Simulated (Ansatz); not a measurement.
Here is the system:

End structure of N on the 1x1 (0001) surface of hcp Ru, one in a 2x1 cell, started at the site 'bridge Ru-Ru (span 2.7 Å)':

```yaml
crystal:
  lattice:
    - [5.44280, 0.00000, 0.00000]
    - [-1.36070, 2.35680, 0.00000]
    - [0.00000, 0.00000, 25.50000]
  atoms:
    - { symbol: Ru, position: [0.33333, 0.33333, 0.37633] }
    - { symbol: Ru, position: [0.83333, 0.33333, 0.37633] }
    - { symbol: Ru, position: [0.16667, 0.66667, 0.45766] }
    - { symbol: Ru, position: [0.66667, 0.66667, 0.45766] }
    - { symbol: Ru, position: [0.32931, 0.32931, 0.54224] }
    - { symbol: Ru, position: [0.83468, 0.33468, 0.54284] }
    - { symbol: Ru, position: [0.16364, 0.66364, 0.62867] }
    - { symbol: Ru, position: [0.68019, 0.68019, 0.62586] }
    - { symbol: N, position: [0.35688, 0.35688, 0.66977] }
```

Slab: 9 atoms, 6.3 Å thick at the start under the adsorbate (thin: gaps and levels are the slab's own); k 6x12x1, smearing 0.1 eV, dipole-corrected; 4 atoms held, the rest relaxed; start symmetry kept, larger cells not searched; no spin, no spin-orbit, no U, no dispersion correction. At the end it is bonded to 3 Ru. In PBE it is, or lies within 0.03 eV of, the lowest of the starts that converged.

A negative adsorption energy means that the adsorbate is more stable on the surface than in its reference.

Task: What change of the work function does PBE (Ansatz, a program for electronic structure) give?

Result: 0.88 eV

Task: Estimate the work function of the top face that PBE returns for this input.

Result: 5.87 eV

Task: Estimate the change of the step from the bottom to the top vacuum level, against the clean slab that PBE returns for this input.

Result: 0.91 eV

Task: Estimate the adsorption energy against ½ N2(g) that PBE returns for this input.

Result: -0.48 eV
